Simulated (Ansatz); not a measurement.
**WSi2: energy against strain**

WSi2 (MoSi2 type, I4/mmm, 13.362 Å³/atom and stress up to 0.01 GPa in the relaxed cell, c along z) under an equal strain ε in the (001) plane with the normal axis free, as in a coherent film. PBEsol in Ansatz, a plane-wave DFT program (PAW, default set), 420 eV, 25×25×25 Γ-centred mesh, Fermi-Dirac smearing 0.10 eV; ions are relaxed, or left where forces stay under 0.02 eV/Å, within the symmetry of each cell.

Here s stands for strain and y for E less E0.

| strain (%) | E less E0 (meV/atom) |
|---|---|
| -3.00 | ? |
| -1.50 | 10.37 |
| -1.00 | 4.57 |
| -0.50 | 1.14 |
| 0.00 | 0.00 |
| 0.50 | 1.08 |
| 1.00 | 4.31 |
| 1.50 | 9.61 |

Problem. Fit y against s with a parabola, and predict the withheld value at s = -3.00.

Solution. Least squares gives y = 0.000 - 0.2043·s + 4.4400·s². Residuals (row less fit): 0.074, -0.074, -0.072, 0.000, 0.072, 0.074, -0.074; standard error 0.090 (degrees of freedom: 4). The quadratic coefficient over the volume, 4.4400 meV × 10⁴ × 0.1602 / 13.362 Å³, is the biaxial elastic modulus of this plane = about 530 GPa. At the withheld row, y = 0.000 - 0.2043 × (-3.0) + 4.4400 × (-3.0)² = 40.573 meV/atom. The calculation gives 42.64 meV/atom, 2.067 meV/atom above the prediction (4.8 % of the range of y in the table). The row lies outside the fitted rows, so this is an extrapolation. From the scatter of the fitted rows alone, a prediction at this place has a standard error of 0.343 meV/atom, so the miss is 6.0 times that.

A polynomial of degree 3 through the 12 other runs of the series gives 42.66 there, so most of the miss is curvature that the fit leaves out. In a metal these values are sensitive to mesh and smearing; energies are taken to zero smearing, stresses follow the free energy. Spin-orbit coupling is left out, which can shift these values for the heavy elements here. Rows are the converged runs of the series near zero and its far end; series whose fitted rows scatter by over a few per cent of the range, as at a crossing or softening among them, aren't shown in this form, nor equations of state whose B0' disagrees with the runs' pressures. Most that stay on the fit to the last digits aren't either.
